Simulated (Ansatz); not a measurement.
Ansatz (a quantum-chemistry and plane-wave program), DFT, PBE, plane waves, its default PAW files: fluorite CoSi2, atoms displaced (Co4Si8), 12 atoms. Basis and mesh were picked for this test and aren't claimed converged.

```yaml
cell: 5.37, 5.37, 5.37 Å; 90, 90, 90°
distance_to_the_nearest_atom: 2.17 to 2.30 Å
task: single point
k mesh: 6×6×6
hamiltonian.xc: pbe
kind_of_files: paw
scf.occupations.method: fermi_dirac
scf.occupations.width: 0.1 eV
output.forces: true
memory maximum (--max-ram): 200GiB
accuracy: medium (default)
basis.precision: auto (default)
basis.xc_grid: 2 (default)
scf.eigensolver.kind: auto (default)
scf.convergence.dr2_threshold: 1.54422e-07 (default)
scf.lower_state_search: light (default)
k-points after symmetry: 112
bands_at_the_start: 62
electrons: 100
plane waves at Γ: 2969
cutoff (eV): 420
FFT grid: 36×36×36
symmetry_operations: 1
```

Settings of this run: scf.mixing.algorithm = anderson, scf.mixing.preconditioner = auto, scf.mixing.ndim = 4, scf.algorithm = auto; 32 threads.

```tsv
iteration	dr2 (eV)	Hψ
1	4.65e-2	29279
2	3.05e-2	12799
3	1.45e-2	10239
4	1.28e-2	8888
5	9.19e-3	6848
6	1.42e-3	6735
7	4.66e-5	7402
8	1.90e-4	10948
9	1.02e-4	8354
10	6.01e-5	9475
11	1.46e-5	7866
12	5.80e-6	6761
13	1.37e-5	12367
14	5.87e-6	12340
15	2.74e-6	8109
16	2.70e-6	8334
17	3.18e-7	6764
18	2.37e-7	22152
19	5.01e-7	8976
20	2.68e-7	8823
21	2.69e-7	21711
22	1.27e-7	23591
```

It converged after 22 SCF iterations.

Which change of one setting makes this cycle converge in far fewer steps?

This is not unique; one that fits is scf.mixing.algorithm = auto (default) (9 SCF iterations), all else kept; it takes 3.5 s against 7.4 s on an otherwise empty node (Arm Neoverse V2). The other changes of this size gave: scf.mixing.ndim = not set (13); scf.mixing.ndim = 16 (14). In that run the program took: scf.mixing.algorithm MSR1, scf.mixing.preconditioner Kerker, scf.eigensolver.kind band_cg, --slots 32, --kpoint-pools 1. The change moves the result by: energy under 0.001 meV/atom, forces (largest component) 0.042 meV/Å.

Keys are those of Ansatz 0.2.
